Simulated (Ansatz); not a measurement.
Here is the system:

```
CELL_PARAMETERS angstrom
      3.18893     0.00000     0.00000
     -1.59447     2.76169     0.00000
      0.00000     0.00000     5.19236
ATOMIC_POSITIONS crystal
  Ga 0.66667 0.33333 0.49908
  Ga 0.33333 0.66667 0.99908
  N  0.66667 0.33333 0.87592
  N  0.33333 0.66667 0.37592
```

Space group of this cell: P6_3mc, wurtzite. The cell is taken as given; by r2SCAN its mean pressure is -1.0 GPa.

Level of theory: r2SCAN (plane waves, PAW; Ansatz, a quantum-chemistry and plane-wave program).

The current runs along the normal of the first two printed vectors; no spin-orbit coupling. Scaled by the factor s: the length along the current (ions clamped). Meshes 12×12×6 and 12×12 across the current in all rows.

```
s     mean pressure (GPa)  slowest mid-gap decay constant κ (1/Å)
----  -------------------  --------------------------------------
0.97                  5.5                                       ?
1.00                 -1.0                                   0.155
1.03                 -6.1                                   0.137
```

**Question.** Take the slope of the slowest mid-gap decay constant κ against ln s from the two given rows, extrapolate to s = 0.97, and say what the run there gives.

**Answer.** Slope = (0.137 − 0.155) / ln 1.03 = -0.609 1/Å. The line gives 0.155 + (-0.609) × ln 0.97 = 0.174 1/Å. The run gives 0.173 1/Å, 0.001 1/Å under the line, 3 % of the predicted step.
